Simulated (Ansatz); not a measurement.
**Point defect Ca on the Al site + N vacancy in wurtzite AlN**

All values below come from PBE, PAW (plane waves to 420 eV; Ansatz, a quantum-chemistry and plane-wave program). Cell: 96 sites, 3×2×2 repeats of a cell of 8 atoms; final energies on a 2×2×2 shifted mesh. Sites at the start: the Al site; N 1.91 Å away, along c. Energies of charged states are corrected for periodic images (point charge plus alignment at distant sites). Dielectric constants: PBE linear response of the host. Host gap at this level: 4.03 eV. A cell of this size leaves errors of a few tenths of an eV. The semilocal functional narrows the gap, so deep levels can fall outside it. Spin–orbit coupling is left out. Each state is the lowest found from its start.

The name describes the start; the neighbours show where the atoms ended.

Charges with a result: +2, +1, 0, −1. Others weren't obtained, and one of them could lie lower, also by skipping a charge.

| charge | moment (μB) | largest move off a lattice site (Å) | neighbours of the last Ca atom of the defect at the end (Å) | image correction with alignment (eV) |
|---|---|---|---|---|
| +2† | not spin-polarised | 0.53 | N 2.20, N 2.20, N 2.20 | 0.84 |
| +1 | 1.0 | 0.29 | N 2.19, N 2.19, N 2.20 | 0.24 |
| 0† | not spin-polarised | 0.27 | N 2.19, N 2.19, N 2.19 | 0.09 |
| −1 | 1.0 | 0.28 | N 2.21, N 2.21, N 2.22 | 0.17 |

† Not settled in this cell, so no level is given: charge +2: no spin-polarised start tried; charge 0: a correction for the charge's moments that the other states lack.

Flagged in the runs: a host whose relaxation on this sampling wasn't shown to rest, a strain field that reaches the edge of the cell.

All states together cost very roughly 110 core-minutes.
